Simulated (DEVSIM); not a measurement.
Structure: Al0.3Ga0.7As/GaAs p-n heterojunction, at 300 K.

```
layer (left to right)      material  thickness (μm)  Nd (cm⁻³)  Na (cm⁻³)  τn (s)  τp (s)
---------------------  ------------  --------------  ---------  ---------  ------  ------
1                      Al0.3Ga0.7As           0.160          -     1.2e16  2.5e-8  2.5e-8
2                              GaAs            1.40     1.9e15          -  2.5e-8  2.5e-8
```

Left contact: ohmic. Right contact: ohmic. Voltage is applied to the left contact. Recombination: SRH at mid-gap, Auger. Mobility is μmin + (μ − μmin)/(1 + (N/Nref)^α).

This is a model device: material constants are rounded textbook-type values typed into the input, and sizes, dopings and lifetimes were drawn at random. Values at 300 K.

```tsv
parameter	Al0.3Ga0.7As	GaAs
gap (eV)	1.7981	1.424
affinity (eV)	3.833	4.07
permittivity	12.05	12.9
Nc (cm⁻³)	6.96e17	4.7e17
Nv (cm⁻³)	9e18	9e18
μn (cm²/Vs)	3880	8500
μp (cm²/Vs)	197	400
μn,min	500	500
μp,min	20	20
Nref,n	6e16	6e16
Nref,p	1.5e17	1.5e17
αn	0.39	0.39
αp	0.38	0.38
Cn (cm⁶/s)	1e-30	1e-30
Cp (cm⁶/s)	1e-30	1e-30
```

Simulated with DEVSIM: 1D drift-diffusion, Boltzmann statistics, complete ionisation; no tunnelling, impact ionisation, image-force lowering or self-heating. Band offsets follow the typed affinities; no thermionic-emission limit at abrupt steps, no polarisation charge.

Give the dark forward current.


```
V (V)  J (A/cm²)
-----  ---------
0.05     6.7e-11
0.10     2.3e-10
0.15     6.8e-10
0.20      1.9e-9
0.25      5.2e-9
0.30      1.4e-8
0.35      3.9e-8
0.40      1.1e-7
0.45      2.9e-7
0.50      8.2e-7
0.55      2.3e-6
0.60      6.8e-6
0.65      2.1e-5
0.70      7.6e-5
0.80      0.0015
0.85      0.0087
0.90       0.053
0.95        0.33
1.00         1.9
1.05         9.4
1.10          32
1.15          81
1.20         170
1.25         320
1.30         570
1.35         930
1.40        1400
1.45        2000
```
